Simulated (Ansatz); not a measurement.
Structures of equal composition on the (111) surface of diamond (C plane on top): (√3x√3)R30° B adatom at H3; (√3x√3)R30° B adatom at T4. The slabs share one bottom face, and each structure is named by its start. These are constructed structures in small cells; real faces may alloy, dewet or reconstruct in larger ones, and not all known structures of the face are among them. Slabs of about 9 Å, Fermi-Dirac smearing of 0.025 eV. Bottom of the slabs: H caps. Relaxed from the named starts with such symmetry as they have, on meshes of like density; energies extrapolated to zero smearing; spin only where a row says so; no spin-orbit coupling, no U. Brackets mark spin-polarised runs, whose order is one that fits the cell. Where a second, spin-polarised start was run, the lower counts.

Computed with PBE (plane waves to 420 eV, PAW; Ansatz, a quantum-chemistry and plane-wave program).

Q: Put the candidates in order of energy per 1x1 cell, lowest first, for PBE.

A: (√3x√3)R30° B adatom at T4 (0.000 eV), (√3x√3)R30° B adatom at H3 (0.499 eV)
